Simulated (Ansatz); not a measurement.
CdTe under load (space group I-4m2), r2SCAN with spin-orbit coupling, rigid bands in Ansatz (a program for electronic structure). Condition of this run: biaxial stress xx = yy = 1 GPa (compression positive) (the target of the relaxation). Band gap 0.88 eV, N_c = 7.12e17 cm⁻³ and N_v = 5.00e18 cm⁻³ at 300 K, conductivity masses along y (a = (0.00, 3.20, 3.38) Å; b = (3.20, 0.00, 3.38) Å; c = (3.20, 3.20, 0.00) Å) of 0.0951 mₑ (electrons) and 0.351 mₑ (holes). Take k_BT = 0.02585 eV.

Problem. What thermal injection velocity √(2k_BT/πm) limits a ballistic channel along the direction named?

Solution. 1.74e7 cm/s for electrons and 9.08e6 cm/s for holes, a ratio of √(m_h/m_e) = 1.92, for dilute carriers.

Problem. Find the intrinsic carrier density and the intrinsic Fermi level.

Solution. n_i = √(N_c N_v) exp(−E_g/2k_BT) = 1.89e18 × exp(−17.02) = 7.7e10 cm⁻³. The level lies (k_BT/2) ln(N_v/N_c) = 25 meV from mid-gap (positive towards the conduction band). Each 0.1 eV added to the gap lowers n_i by a factor of 6.9.

Rigid bands with the computed gap; masses take one relaxation time for all states.
